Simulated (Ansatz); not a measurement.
We consider AlB2-type MgB2, described by HSE06-D3(BJ) (PAW; Ansatz, an electronic-structure program).

The input as run:

Ansatz 0.2 input:
```yaml
crystal:
  lattice:
    - [1.5208823129, -2.6342454382, 0.0]
    - [1.5208823129, 2.6342454382, 0.0]
    - [0.0, 0.0, 3.4313059874]
  atoms:
    - { symbol: Mg, position: [0.0, 0.0, 0.0] }
    - { symbol: B, position: [0.3333333333, 0.6666666667, 0.5] }
    - { symbol: B, position: [0.6666666667, 0.3333333333, 0.5] }
basis:
  ecutwfc: 460
  ecutrho_ratio: 4
  xc_grid: 2
kpoints:
  mp_grid: { grid: [12, 12, 8] }
hamiltonian:
  xc: hse06
  dispersion: d3bj
  pseudopotentials: { kind: paw }
scf:
  occupations: { method: fermi_dirac, width: 0.05 }
  convergence: { dr2_threshold: 0.0000000003 }
output:
  forces: true
  stress: true
  eigenvalues: true
```

Output (set-up and result lines):

```
WARN output.stress: scf.exx.energy_threshold = 1e-6 eV is looser than the 3e-8 eV advised for a stress under a hybrid functional (1e-8 eV for each atom of the …
Crystal: 3 atoms, lattice volume = 27.494 Å³
Basis set: ecut = 460 eV, 577 PW (Γ), exchange–correlation on 48×48×50 points (8 copies of the dense FFT grid, shifted against one another)
Bands: 12, of which v1, the nominal top of the filled ones, is band 8 counted from 1 (7 counted from 0)
Symmetry: 24 space group operations
Space group: P6/mmm (ITA 191), of the structure as read, at distance tolerance 3.0e-5 Å
k-points: 95 of 1152
SCF iter   1: F=—  HF=-2236.995891 eV  |F-HF|=—  |Δ(HF+E_count)|=         —  Δρ=1.34e-3  dr2=2.51e-4
SCF iter   2: F=—  HF=-2236.996046 eV  |F-HF|=—  |Δ(HF+E_count)|=   1.55e-4  Δρ=8.28e-4  dr2=1.07e-4
  ...
SCF 1 converged in 6 iterations: F = -2236.996096 eV  dr2 = 1.49e-10
Crystal: 3 atoms, lattice volume = 27.494 Å³
Initial density: handed on by an earlier stage of this run
Crystal: 3 atoms, lattice volume = 27.494 Å³
SCF iter   5: F=—  HF=-2237.487767 eV  |F-HF|=—  |Δ(HF+E_count)|=   6.06e-9  Δρ=1.35e-6  dr2=5.01e-10
SCF iter   6: F=-2237.487767 eV  HF=-2237.487767 eV  |F-HF|=9.09e-13  |Δ(HF+E_count)|=  1.81e-10  Δρ=1.24e-7  dr2=5.75e-11
SCF 3 converged in 6 iterations: F = -2237.487767 eV  dr2 = 5.75e-11
Free energy (F): -2237.487767 eV
Internal energy: -2237.484354 eV  (E = F + TS)
E sigma→0 (E₀):  -2237.486061 eV
Fermi energy:    9.675600 eV
--- Forces (eV/Å), atoms counted from 1 ---
  atom   1  Mg    -0.00000000     0.00000000     0.00000000
  atom   2  B      0.00000000    -0.00000000     0.00000000
  atom   3  B      0.00000000     0.00000000    -0.00000000
--- Stress (GPa, compression-positive) ---
       -0.014042       0.000000       0.000000
        0.000000      -0.014042       0.000000
        0.000000       0.000000      -0.011919
  P = ⅓ Tr σ = -0.0133 GPa (-0.133 kbar)
```

The PAW data were made under PBE.

Note: the run warned that the count of filled bands differs between k points.
